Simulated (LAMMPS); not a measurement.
LAMMPS 22 Jul 2025, classical MD, EDIP (Si.edip): Si, 10648 atoms.

```json
{
 "task": "MD, nve",
 "potential": "EDIP, Si.edip",
 "copies_of_the_repeat_unit": "11×11×11",
 "shape (slab and sphere leave vacuum in the box)": "bulk",
 "neighbor_skin": "2 Å",
 "neigh_modify": "every 1 delay 0 check yes",
 "newton": "on (default)",
 "atom_modify sort (bins of 2 Å where set)": "1000 (default)",
 "comm_style": "brick (default)",
 "box": "59.7 × 59.7 × 59.7 Å",
 "start": "generated diamond lattice, warmed in an untimed run"
}
```

All runs start from one configuration, warmed at this fixed volume for 1000 steps under a thermostat at 900 K. The run at the shortest step has a mean temperature of 892 K and a mean pressure of 0.3 GPa.

Each run covers about 2.0 ps at constant energy (mean temperature 892 K at the shortest step); σ is the standard deviation over the printed steps. Each setting ran once; only counts and results are compared.

Steps tried: 0.5 fs, 1 fs, 2 fs, 2.5 fs, 4 fs, 5 fs, 8 fs, 10 fs, 16 fs, 20 fs, 32 fs.

Q: Choose the longest time step that keeps σ(total energy)/σ(kinetic energy) under 10 %.

A: 5 fs. The run fails or blows up at 16 fs, 20 fs, 32 fs.

```
time step  σ(E total)/σ(E kinetic)  last minus first total energy (meV/atom)  mean temperature (K)
---------  -----------------------  ----------------------------------------  --------------------
0.5 fs                     0.00051                               under 0.001                   892
1 fs                        0.0020                                   +0.0020                   892
2 fs                        0.0083                                    +0.015                   889
2.5 fs                       0.013                                    +0.030                   888
4 fs                         0.035                                     +0.10                   881
5 fs                         0.056                                     +0.16                   875
8 fs                          0.18                                      +1.3                   848
10 fs                         0.40                                      +4.2                   824
16 fs            stops: Lost atoms                                         —                     —
20 fs            stops: Lost atoms                                         —                     —
32 fs            stops: Lost atoms                                         —                     —
```

The bar is a choice.
